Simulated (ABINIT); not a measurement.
Worked example: self-consistent single point of Au (Fm-3m, 1 atom in the cell) in ABINIT.

Computed with PBE, norm-conserving pseudopotentials (PseudoDojo nc-sr-05 PBE standard) (plane waves; ABINIT).

```xyz
1
Lattice="0.0000 2.1171 2.1171 2.1171 0.0000 2.1171 2.1171 2.1171 0.0000" Properties=species:S:1:pos:R:3 pbc="T T T"
Au     0.0000     0.0000     0.0000
```

Reference input (self-consistent single point, DFT, PBE, plane waves, norm-conserving pseudopotentials (PseudoDojo nc-sr-05 PBE standard)): pseudos = [Au.upf]; ecut = 1034 eV; occopt = 7; tsmear = 0.1 eV; ngkpt = 13 13 13; nshiftk = 1; shiftk = 0 0 0; potentials = PseudoDojo nc-sr-05 PBE standard; nband = 15; kptopt = 1; nstep = 60; toldfe = 1e-09 Ha. This run's input differs from it in these lines:

```diff
@@ -18,3 +18,3 @@
 kptopt 1
-ngkpt 13 13 13
+ngkpt 21 21 21
 nshiftk 1
```

Output, abridged:

```
--- !BeginCycle
solver: {iscf: 7, nstep: 60, nline: 4, wfoptalg: 0, }
tolerances: {toldfe: 1.00E-09, }
...

     iter   Etot(hartree)      deltaE(h)  residm     vres2
 ETOT  1  -148.15267857486    -1.482E+02 1.563E-01 5.714E+01
 ETOT  2  -148.18702613405    -3.435E-02 1.969E-02 4.465E+01
 ETOT  3  -148.19858219722    -1.156E-02 2.713E-03 7.610E-03
 ETOT  4  -148.19858427392    -2.077E-06 3.041E-03 4.369E-04
 ETOT  5  -148.19858432087    -4.695E-08 3.137E-03 8.947E-06
 ETOT  6  -148.19858432151    -6.371E-10 3.379E-03 4.833E-08
 ETOT  7  -148.19858432151    -7.248E-12 4.128E-04 1.261E-09
 At SCF step    7, etot is converged :
  for the second time, diff in etot=  7.248E-12 < toldfe=  1.000E-09

 Cartesian components of stress tensor (hartree/bohr^3)
  sigma(1 1)=  2.29854802E-04  sigma(3 2)=  0.00000000E+00
  sigma(2 2)=  2.29854802E-04  sigma(3 1)=  0.00000000E+00
  sigma(3 3)=  2.29854802E-04  sigma(2 1)=  0.00000000E+00

 ----iterations are completed or convergence reached----

 reduced coordinates (array xred) for    1 atoms
       0.000000000000      0.000000000000      0.000000000000
 cartesian forces (eV/Angstrom) at end:
    1     -0.00000000000000    -0.00000000000000    -0.00000000000000
 frms,max,avg= 0.0000000E+00 0.0000000E+00   0.000E+00  0.000E+00  0.000E+00 e/A
 length scales=  1.000000000000  1.000000000000  1.000000000000 bohr
   [... lines left out ...]
 Fermi (or HOMO) energy (hartree) =   0.40604   Average Vxc (hartree)=  -0.47413
   [... lines left out ...]
total_energy        : -1.48198584321514E+02
total_energy_eV     : -4.03268856548130E+03
band_energy         : -1.40393184134008E+01
...

-Cartesian components of stress tensor (GPa)         [Pressure= -6.7626E+00 GPa]
- sigma(1 1)=  6.76256061E+00  sigma(3 2)=  0.00000000E+00
- sigma(2 2)=  6.76256061E+00  sigma(3 1)=  0.00000000E+00
- sigma(3 3)=  6.76256061E+00  sigma(2 1)=  0.00000000E+00

 Calculation completed.
```

The run converged in 7 iterations. Against the reference run the free energy rises by 1.6 meV/atom and the pressure goes from -6.87 to -6.76 GPa.

The starting cell comes from a database of computed structures (which also holds hypothetical and non-ambient phases and stackings), without a prior relaxation at this level. Its lattice was rescaled by a random factor within 2.5 % of one. With a pressure of about -7 GPa the cell is away from its equilibrium volume at this level.

Cost on one core of a shared machine: roughly 80 s.
